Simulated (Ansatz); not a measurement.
System: interstitial La in amorphous Si27O54 (a melt-quenched model of 81 atoms) (charge state +3). The step: several atoms move together, La the farthest; the atom moves 1.87 Å along (-0.14, -0.10, -0.03) of the unit cell; the moving atom starts with neighbours O at 2.19, O at 2.32, O at 2.54, O at 2.58, O at 2.61 Å and ends with O at 2.17, O at 2.44, 2 O at 2.66, O at 2.68, O at 2.74, O at 2.79 Å. A PBE band in Ansatz (plane-wave PAW, the Γ point alone, 81 host sites, 141 SCF runs with any check of the saddle's order, static, no finite-size correction) gives a forward barrier of 0.30 eV. The check of the saddle point's order was inconclusive. The charge state is imposed; whether it is stable for some Fermi level was not computed. Sites that were not tried may lie lower.

Single points at the band's start and saddle point can refine it. Rough cost of one point, in units of the band's mean SCF on the same machine:

| Level | Cost of one point |
|---|---|
| PBE, a 2×2×2 k-point mesh shifted by half a step | about 7 |
| r2SCAN at 500 eV, the Γ point alone | about 3 |
| HSE06, Γ point alone | about 10 |

Q: Which of these move the barrier by more than 0.1 eV, and how far does each move it?

A: Not one does. PBE, a 2×2×2 k-point mesh shifted by half a step: 0.00 eV; r2SCAN at 500 eV, the Γ point alone: -0.06 eV; HSE06, Γ point alone: -0.04 eV. Each functional is compared with PBE at the same k-points.

Ansatz is a quantum-chemistry and plane-wave program.
